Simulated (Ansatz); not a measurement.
Consider this model of amorphous Hf18O39Ga2.

```yaml
crystal:
  lattice:
    - [9.51553, -0.54181, 0.22802]
    - [-0.54181, 9.04984, -0.02890]
    - [0.22802, -0.02890, 8.84565]
  atoms:
    - { symbol: Hf, position: [0.08266, 0.11474, 0.52128] }
    - { symbol: Hf, position: [0.86511, 0.19859, 0.09095] }
    - { symbol: Hf, position: [0.62696, 0.60980, 0.20936] }
    - { symbol: Hf, position: [0.07148, 0.51074, 0.14551] }
    - { symbol: Hf, position: [0.80408, 0.52821, 0.85130] }
    - { symbol: Hf, position: [0.52418, 0.30675, 0.95708] }
    - { symbol: Hf, position: [0.14938, 0.37657, 0.78629] }
    - { symbol: Hf, position: [0.26910, 0.52823, 0.44503] }
    - { symbol: Hf, position: [0.91640, 0.84475, 0.05824] }
    - { symbol: Hf, position: [0.02881, 0.70626, 0.62190] }
    - { symbol: Hf, position: [0.27670, 0.05702, 0.87414] }
    - { symbol: Hf, position: [0.43485, 0.85904, 0.51510] }
    - { symbol: Hf, position: [0.36510, 0.70402, 0.85903] }
    - { symbol: Hf, position: [0.23009, 0.90812, 0.21633] }
    - { symbol: Hf, position: [0.56965, 0.94682, 0.07766] }
    - { symbol: Hf, position: [0.44887, 0.20379, 0.32022] }
    - { symbol: Hf, position: [0.59145, 0.52801, 0.57154] }
    - { symbol: Hf, position: [0.87501, 0.39686, 0.48288] }
    - { symbol: O, position: [0.91927, 0.35698, 0.25282] }
    - { symbol: O, position: [0.06996, 0.73947, 0.17303] }
    - { symbol: O, position: [0.95227, 0.43110, 0.72479] }
    - { symbol: O, position: [0.03183, 0.32673, 0.98927] }
    - { symbol: O, position: [0.42867, 0.38563, 0.47378] }
    - { symbol: O, position: [0.21723, 0.59278, 0.67649] }
    - { symbol: O, position: [0.44732, 0.09482, 0.52820] }
    - { symbol: O, position: [0.40771, 0.13566, 0.09321] }
    - { symbol: O, position: [0.23174, 0.09992, 0.34374] }
    - { symbol: O, position: [0.88771, 0.16941, 0.49460] }
    - { symbol: O, position: [0.33537, 0.29087, 0.85027] }
    - { symbol: O, position: [0.15112, 0.33854, 0.54496] }
    - { symbol: O, position: [0.58698, 0.49163, 0.82025] }
    - { symbol: O, position: [0.24952, 0.76931, 0.42050] }
    - { symbol: O, position: [0.51992, 0.40167, 0.16471] }
    - { symbol: O, position: [0.49297, 0.65639, 0.39533] }
    - { symbol: O, position: [0.49830, 0.70655, 0.67148] }
    - { symbol: O, position: [0.72139, 0.51083, 0.37698] }
    - { symbol: O, position: [0.12327, 0.13152, 0.74477] }
    - { symbol: O, position: [0.78390, 0.99861, 0.98142] }
    - { symbol: O, position: [0.93415, 0.02847, 0.23091] }
    - { symbol: O, position: [0.53756, 0.09145, 0.84761] }
    - { symbol: O, position: [0.03526, 0.56581, 0.43853] }
    - { symbol: O, position: [0.81641, 0.61191, 0.07308] }
    - { symbol: O, position: [0.71431, 0.83575, 0.22223] }
    - { symbol: O, position: [0.66105, 0.95145, 0.53797] }
    - { symbol: O, position: [0.66295, 0.13717, 0.23816] }
    - { symbol: O, position: [0.67973, 0.31901, 0.60139] }
    - { symbol: O, position: [0.80350, 0.61182, 0.62778] }
    - { symbol: O, position: [0.34614, 0.87512, 0.00982] }
    - { symbol: O, position: [0.21417, 0.55468, 0.95354] }
    - { symbol: O, position: [0.11613, 0.98903, 0.02502] }
    - { symbol: O, position: [0.23184, 0.45402, 0.24224] }
    - { symbol: O, position: [0.74369, 0.31996, 0.96083] }
    - { symbol: O, position: [0.95499, 0.73366, 0.84729] }
    - { symbol: O, position: [0.44556, 0.93515, 0.27990] }
    - { symbol: O, position: [0.30542, 0.88374, 0.72513] }
    - { symbol: O, position: [0.01344, 0.89867, 0.53745] }
    - { symbol: O, position: [0.53814, 0.72117, 0.02079] }
    - { symbol: Ga, position: [0.61181, 0.12381, 0.64518] }
    - { symbol: Ga, position: [0.77425, 0.00772, 0.36670] }
```

Methods: PBE, scalar-relativistic without spin-orbit coupling (Ansatz, a first-principles code); r2SCAN, scalar-relativistic without spin-orbit coupling (Ansatz); HSE06, scalar-relativistic without spin-orbit coupling (Ansatz). Neutral PBE cell, which sets geometry, pressure and energy: sampling: a 2×2×2 Γ-centred mesh; Fermi-Dirac width 0.02 eV; no spin polarisation. Exact exchange is cut at the faces of this 9 Å cell, which leaves hybrid gaps a finite-size error.

It comes from a melt-quench run on a machine-learned potential (CHGNet), relaxed afterwards by DFT. O atoms were pushed apart under 1.9 Å during the dynamics, to hinder bonds among them. The hot cell started wider than the set density and was brought back towards it in steps. It is the lowest in DFT energy of 2 quenches. It is a model cell: composition and starting density were chosen by hand, and all elements were melted together. No dispersion term was used. Its density started from a set value of 8.70 and ended at 8.70 g/cm³. The simulated quench (nominally 300 K/ps over its main leg) is rapid and tends to freeze in more defects than a deposited or slowly cooled glass has. A cell of this size samples the disorder only roughly. The volume was held where the preparation left it and the shape relaxed.

Give the pressure, the energy against reference phases and the spacing of the highest filled and lowest empty levels.


The pressure on a 2×2×2 Γ-centred mesh is -2.26 GPa, the largest force and stress component on that mesh (the relaxation ran on the zone centre alone) is 0.12 eV/Å and 2.4 GPa and the energy relative to HfO2 (P2_1/c) + beta Ga2O3 (lowest mix at this level among the phases computed, not always the ambient ones) is 0.166 eV/atom. The gap on a 2×2×2 Γ-centred mesh (PBE) is 3.80 eV and the gap at the zone centre (PBE) is 3.79 eV. The gap at the zone centre (r2SCAN) is 4.31 eV, the gap at the zone centre (HSE06) is 5.40 eV and the distance between the nearest levels spread over more than a fifth of the atoms or a third of the atoms of their main element (six at least) (PBE, zone centre) comes out as 3.79 eV.

At PBE and the zone centre, how localised are the states just below and above the Fermi level (participation number: the atoms over which a state spreads)?

The highest filled state is spread over 12.3 atoms' worth, largest on O23, with weights by element (charge in smoothed Voronoi cells) O 0.96, Hf 0.04, Ga 0.00. The lowest empty state is spread over 36.6 atoms' worth, largest on Ga58, with weights by element (charge in smoothed Voronoi cells) O 0.53, Hf 0.35, Ga 0.12.

Cut-offs for bonds: Hf-Hf 3.34 Å, Hf-O 2.88 Å, Hf-Ga 3.01 Å, O-O 1.58 Å, O-Ga 2.26 Å, Ga-Ga 2.68 Å. Two cations that share two anions don't count as bonded, nor two that share one unless they lie closer than Hf-Hf 3.25 Å, Hf-Ga 2.93 Å, Ga-Ga 2.61 Å.

Added carriers, by PBE, scalar-relativistic without spin-orbit coupling (Ansatz) on the zone centre alone. Charged cells keep the cell fixed and stand in a uniform background, with no image correction, at a width of 0.01 eV; where the count is odd the moment is locked at 1 μB, unless the neutral cell bore moments. Each starts from the undistorted neutral geometry alone. PBE's self-interaction favours spread-out carriers, so it can miss traps that a hybrid finds.

What happens at PBE when the cell takes an extra electron and the atoms relax?

Relaxation lowers the charged cell by 0.35 eV. The largest moves are Ga58 0.35 Å, O44 0.30 Å, O40 0.26 Å, O26 0.22 Å. The level that holds the added charge spreads over 5.0 atoms' worth, most on Ga58 (weight 0.41): a localised (trapped) carrier, which neighbours of that atom can share. No bond crosses its cut-off with a change of over 0.15 Å (metal-metal contacts aside). Made neutral again at that geometry, the cell lies +1.18 eV from the neutral start.

What happens at PBE when the cell takes a hole and the atoms relax?

Relaxation lowers the charged cell by 0.09 eV. The largest moves are O41 0.06 Å, O37 0.06 Å, Hf8 0.05 Å, Hf1 0.05 Å. The level that was emptied spreads over 9.3 atoms' worth, most on O30 (weight 0.23): a partly localised carrier. No bond crosses its cut-off with a change of over 0.15 Å (metal-metal contacts aside). Made neutral again at that geometry, the cell lies +0.21 eV from the neutral start.
